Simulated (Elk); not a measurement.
A user runs Elk on Re (P6_3/mmc, 2 atoms in the cell) and asks whether the run is sound. The aim is a self-consistent single point with DFT, PBE, all-electron FP-LAPW, Elk's shipped species files, LAPW+lo basis.

Cell that was meant: a = 2.7653 Å, b = 2.7653 Å, c = 4.4736 Å, α = 90.00°, β = 90.00°, γ = 120.00°.

Part of the input:

```

gmaxvr
  14.0

lmaxapw
  3

lmaxo
  3

nxoapwlo
  1
```

Output (repeated stretches shortened):

```
│ Elk code version 10.2.4 │

All units are atomic (Hartree, Bohr, etc.)

│ Ground-state run starting from atomic densities │

   [... lines left out ...]
Total number of core states    :   92

Total number of local-orbitals :   64

Exchange-correlation functional :     20     0     0
 Perdew-Burke-Ernzerhof, Phys. Rev. Lett. 77, 3865 (1996)
 gradient requirement :    1
 generalised gradient approximation (GGA)

Smearing type :    1
 Methfessel-Paxton order 1, Phys. Rev. B 40, 3616 (1989)
Smearing width :   0.3674930000E-02
Effective electronic temperature (K) :    1160.451112

Mixing type :    3
 Broyden mixing, J. Phys. A: Math. Gen. 17, L317 (1984)

Kohn-Sham potential initialised from atomic data
│ Self-consistent loop started │
│ Loop number : 1 │
 total energy                :     -33431.9541858
│ Loop number : 2 │
 total energy                :     -33432.5369558
RMS change in Kohn-Sham potential (target) :   0.3099075005     (  0.1000000000E-05)
Absolute change in total energy (target)   :   0.5827700313     (  0.1000000000E-03)
│ Loop number : 3 │
 total energy                :     -33433.7483196
RMS change in Kohn-Sham potential (target) :   0.2870367431     (  0.1000000000E-05)
Absolute change in total energy (target)   :    1.357056339     (  0.1000000000E-03)
   [... lines left out ...]
Absolute change in total energy (target)   :   0.5113909574E-03 (  0.1000000000E-03)
│ Loop number : 14 │
 total energy                :     -33436.3975282
RMS change in Kohn-Sham potential (target) :   0.1073745439E-06 (  0.1000000000E-05)
Absolute change in total energy (target)   :   0.2867841977E-03 (  0.1000000000E-03)
│ Loop number : 15 │
 total energy                :     -33436.3975321
RMS change in Kohn-Sham potential (target) :   0.6348978050E-07 (  0.1000000000E-05)
Absolute change in total energy (target)   :   0.7555922639E-04 (  0.1000000000E-03)
Convergence targets achieved

│ Loop number : 16 │

Energies :
 Fermi                       :     0.542612186773
 total energy                :     -33436.3975433

Density of states at Fermi energy :    42.47172319
 (states/Hartree/unit cell)

Estimated indirect band gap :   0.1108523799E-02
 from k-point     38 to k-point      8
Estimated direct band gap   :   0.1616293465E-01
 at k-point      7

Charges :
 core                        :    92.00000000
 valence                     :    58.00000000
 interstitial                :    4.123689300
 muffin-tins (core leakage)
  species :    1 (Re)
   atom    1                 :    72.93815535     (  0.8771320452E-06)
   atom    2                 :    72.93815535     (  0.8771320452E-06)
 total in muffin-tins        :    145.8763107
 total calculated charge     :    149.7977323
 total charge                :    150.0000000
 error                       :   0.2022677304

│ Self-consistent loop stopped │
```

Question: Is this run sound? If not, what is wrong?

Answer: The run is not sound. The fault is too low an angular cutoff in the spheres. The plane waves have to be matched at the sphere boundary up to an l near the radius times the largest wave number. To fix it, raise the angular cutoff. The run converged in 16 iterations without an error; against the sound input the total energy falls by 2.10 eV/atom.

An input that runs soundly differs in these lines (not the only fix; some lines may just follow from the change or write a value another way):
```diff
-
-lmaxapw
-  3
-
-lmaxo
-  3
```

With that input, the run converged in 16 iterations: total energy -909846.5363 eV; Fermi level (on the code's own zero) 15.39 eV (DFT, PBE, all-electron FP-LAPW, Elk's shipped species files, LAPW+lo basis).

On the sound input: the starting cell comes from a database of computed structures (which also holds hypothetical and non-ambient phases and stackings), without a prior relaxation at this level. Spin-orbit coupling is off. Spin polarisation is off. Values depend on the basis (sphere radii, cutoffs, local orbitals), which need not be converged. The log's line on a gap gives a spacing of levels on this mesh, which the program prints for metals too.
